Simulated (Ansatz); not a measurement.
The starting structures come from a database of crystals and need not be the phases stable at ambient conditions.

 Where the default PAW files enter, the runs use the earlier of Ansatz's two default sets.

Inside the gap of an insulator the Bloch states are evanescent, with a wavenumber k + iκ along the transport direction.

Data:

```xyz
8
Lattice="4.5714 0.0000 0.0000 0.0000 6.4797 0.0000 0.0000 0.0000 9.1435" Properties=species:S:1:pos:R:3 pbc="T T T"
Te     1.1429     4.8598     1.1452
Te     3.4286     1.6200     7.9982
Te     3.4286     1.6199     3.4265
Te     1.1429     4.8598     5.7170
Pb     1.1429     1.6197     1.1396
Pb     3.4286     4.8600     8.0039
Pb     3.4286     4.8596     3.4322
Pb     1.1429     1.6202     5.7113
```

Space group of this cell: Pmmn. The cell was relaxed by PBE-D3(BJ); by r2SCAN its mean pressure is 1.4 GPa.

Transport runs along the normal of the first two printed cell vectors.

No gap correction and no spin-orbit coupling; mid-gap values are interpolated between computed energies.

Q: Predict the band gap and the smallest decay constant κ at mid-gap from Ansatz (an electronic-structure program) with r2SCAN.

A: Gap 1.03 eV on a 8×6×4 mesh; κ = 0.075 1/Å, at (0.500, 0.500) of the in-plane reciprocal vectors. At the zone centre, at the nearest computed energy, the slowest state has κ = 0.14 1/Å.
